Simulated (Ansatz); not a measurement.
The parent structure is CdTe in the zinc blende structure (space group F-43m, No. 216; a = 6.4086 Å). Axes: x, y, z lie along the cube axes.

Method: Kohn–Sham DFT with the LDA functional, run in Ansatz (a first-principles code) with PAW and 420 eV plane waves, spin-orbit coupling left out.

One thing is altered: the cell is compressed by 2.50 % along z with no lateral relaxation, atoms relaxed at fixed cell.

Question: Predict the stress tensor and what it implies for the stiffness.

Answer: Stress of the strained cell less that of the base (GPa, compression positive):
```
   1.09    0.00    0.00
   0.00    1.09    0.00
   0.00    0.00    1.51
```

Then −Δσ_ii/ε with ε = -0.0250 gives secant stiffness values (nonlinear terms included at this strain): C33 ≈ 60 GPa, C13 ≈ 44 GPa and C23 ≈ 44 GPa.

Stability against distortions was not tested.
